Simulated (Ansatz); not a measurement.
The parent structure is CdSe in the zinc blende structure (space group F-43m, No. 216).

```xyz
2
Lattice="0.0000 3.0037 3.0037 3.0037 0.0000 3.0037 3.0037 3.0037 0.0000" Properties=species:S:1:pos:R:3 pbc="T T T"
Cd     0.0000     0.0000     0.0000
Se     1.5019     1.5019     1.5019
```

Cartesian axes are those of the cell as printed.

Computed with LDA in Ansatz (plane waves to 420 eV, PAW, spin-orbit coupling left out).

Base values:

| Quantity | Value |
|---|---|
| Electron mass | 0.041 mₑ (at Γ) |

Modification: compressive biaxial strain of 2.08 % in the plane normal to [111], as in epitaxy on a mismatched substrate; the out-of-plane cell vector and the atoms relax.

### Question
Estimate the effect on the in-plane stress, electron mass, energy relative to the base and out-of-plane strain.

### Answer
The mean in-plane stress (compression positive) is +2.0 GPa; the electron mass changes from 0.041 mₑ (at Γ) to 0.049 mₑ out of plane, 0.040 mₑ in plane (at Γ); the energy rises by 6.9 meV/atom; the out-of-plane strain amounts to +1.96 %.

The levels and masses belong to the bands next to the band gap. Masses are band curvatures over ±0.01 Å⁻¹ around the edge. No phonon test of stability was made.

Ansatz is a first-principles code.
